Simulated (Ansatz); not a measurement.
Data:

```xyz
2
Lattice="0.0000 1.8176 1.8176 1.8176 0.0000 1.8176 1.8176 1.8176 0.0000" Properties=species:S:1:pos:R:3 pbc="T T T"
B      0.0000     0.0000     0.0000
N      0.9088     0.9088     0.9088
```

Calculation: r2SCAN, rigid bands (plane waves, PAW, scalar-relativistic; Ansatz, a quantum-chemistry and plane-wave program). Condition of this run: hydrostatic pressure of -9 GPa (compression positive) (the target of the relaxation). Cell: cell and atoms relaxed with PBEsol, then loaded as said.

Question: Predict the electron conductivity mass (n e² τ/σ) at 300 K, by direction if it differs.

Answer: 0.38 mₑ.

Question: What conductivity effective mass do dilute holes have at 300 K?

Answer: 0.68 mₑ.

Question: And the band gap?

Answer: 4.98 eV at this level; semilocal functionals usually fall short of the measured gap.

Rigid bands, one relaxation time for all states, no polarons. Spin-orbit coupling is left out. Geometry: cell and atoms relaxed with PBEsol.
